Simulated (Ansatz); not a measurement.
Consider La2O3 (space group P-3m1, No. 164; a = 3.9061 Å, c = 6.0400 Å).

It is then changed as follows: a hydrostatic pressure of 30 GPa.

Levels (all Ansatz, a program for electronic structure, PAW): PBEsol (420 eV, no spin-orbit coupling); PBEsol+SOC (420 eV, noncollinear with spin-orbit coupling).

The geometry is relaxed with PBEsol.

| Item | Value |
|---|---|
| PBEsol band gap | 3.61 eV |
| PBEsol pressure | 29.99 GPa |
| PBEsol gap character | indirect, L → K |

What does PBEsol+SOC give at this geometry for the band gap, pressure and gap character?

The band gap decreases by 0.03 eV, from 3.61 eV to 3.58 eV; the pressure stays essentially unchanged (29.99 GPa against 29.95 GPa); the gap character stays indirect, L → K.

Single points use the geometry relaxed with PBEsol. Differences between runs with and without spin-orbit coupling are approximate. Load acts through the strain it causes; cell and atoms are relaxed under it. Stability against distortions was not tested. Competing high-pressure phases were not computed.
